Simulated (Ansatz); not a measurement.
Computed with PBE (plane waves to 420 eV, PAW; Ansatz, a first-principles code).

Plane-averaged electrostatic potential energy along the normal, in eV from the Fermi level, for Cu on the 1x1 (111) surface of fcc Au (the real clean face reconstructs), one in a 2x2 cell, started at the site 'bridge Au-Au (span 2.9 Å)':

(z (Å), V (eV)): (5.30, 5.14); (5.59, 5.14); (5.89, 5.14); (6.18, 5.13); (6.48, 5.13); (6.77, 5.12); (7.07, 5.09); (7.36, 5.03); (7.66, 4.90); (7.95, 4.60); (8.24, 3.91); (8.54, 2.26); (8.83, -2.24); (9.13, -9.75); (9.42, -14.88); (9.72, -15.97); (10.01, -13.13); (10.31, -6.59); (10.60, -0.37); (10.89, 1.00); (11.19, -1.72); (11.48, -8.73); (11.78, -14.46); (12.07, -16.28); (12.37, -14.25); (12.66, -8.35); (12.96, -1.51); (13.25, 0.75); (13.54, -1.40); (13.84, -8.18); (14.13, -14.13); (14.43, -16.24); (14.72, -14.50); (15.02, -8.85); (15.31, -1.80); (15.61, 1.03); (15.90, -0.18); (16.19, -6.17); (16.49, -12.89); (16.78, -16.01); (17.08, -15.20); (17.37, -10.42); (17.67, -3.12); (17.96, 0.91); (18.26, 0.99); (18.55, 0.43); (18.84, 0.42); (19.14, 1.27); (19.43, 2.70); (19.73, 3.51); (20.02, 3.77); (20.32, 3.89); (20.61, 3.95); (20.91, 3.98); (21.20, 3.99); (21.49, 4.00); (21.79, 4.00); (22.08, 4.00); (22.38, 4.00); (22.67, 4.00); (22.97, 4.00)

Set-up: 17 atoms, 7.2 Å thick at the start under the adsorbate (thin: gaps and levels are the slab's own); mesh 6x6x1; 0.1 eV smearing; dipole correction on; 8 atoms held, the rest relaxed; start symmetry kept, larger cells not searched; no spin, no spin-orbit, no U, no dispersion correction. At the end it is bonded to 3 Au. In PBE it is, or lies within 0.03 eV of, the lowest of the starts that converged.

Task: The surface cell has an area of 29.93 Å². What dipole along the normal does the step between the two vacuum levels imply?

Result: the top vacuum level lies 1.14 eV below the bottom one; p = −ε₀ A ΔV (ε₀ = 0.005526 e/(V·Å)) gives 0.19 e·Å a cell.
